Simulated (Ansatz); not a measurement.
# Worked sum: formation energy of Si(GeN2)2 (spinel, Fd-3m) from the elements

We look at the formation energy of Si(GeN2)2 (spinel, Fd-3m) from the elements. Reaction: Si (diamond) + 2 Ge (diamond) + 2 N2 (gas) → Si(GeN2)2 (spinel). Negative: the products are lower in energy. The value is per atom of the solid.

Si(GeN2)2 (spinel, Fd-3m), 14 atoms in the cell; this is a cell from a database of computed structures that this text hasn't matched to a measured one. Conventional cell: a = 8.140 Å, b = 8.140 Å, c = 8.140 Å, α = 90.00°, β = 90.00°, γ = 90.00°.

Ansatz (a program for electronic structure) with PAW potentials; structures come from PBE relaxations, nuclei static, no net charge. Ansatz runs with its PAW set soft_1. Other levels take these structures. The lattices are those relaxed with PBE, so at other levels the solids can be strained, which adds to the spread. A dispersion term (D3(BJ), or D4 for r2SCAN) was computed beside these levels and is taken off wherever the name lacks it.

Total energies of the cells in eV, at zero smearing width. They compare only within one column; the weights balance every element.

| cell | atoms | weight | r2SCAN | PBE+D3(BJ) |
|---|---|---|---|---|
| Si(GeN2)2 (spinel) | 14 | +1 | -21572.78383 | -21529.87631 |
| Si (diamond) | 2 | −1 | -1278.12992 | -1272.23847 |
| Ge (diamond) | 2 | −2 | -8605.80752 | -8590.53991 |
| N2 (gas) | 2 | −4 | -769.62317 | -768.04477 |

r2SCAN: (-21572.78383) − (-1278.12992) − 2 × (-8605.80752) − 4 × (-769.62317) = -4.546 eV; dividing by 14 atoms gives -0.32 eV/atom.

PBE+D3(BJ): (-21529.87631) − (-1272.23847) − 2 × (-8590.53991) − 4 × (-768.04477) = -4.379 eV; dividing by 14 atoms gives -0.31 eV/atom.

What follows from the r2SCAN value: A formula unit of Si(GeN2)2 has 7 atoms, so it forms with -0.3247 × 7 = -2.273 eV, or -219.3 kJ/mol at 96.485 kJ/mol per eV.
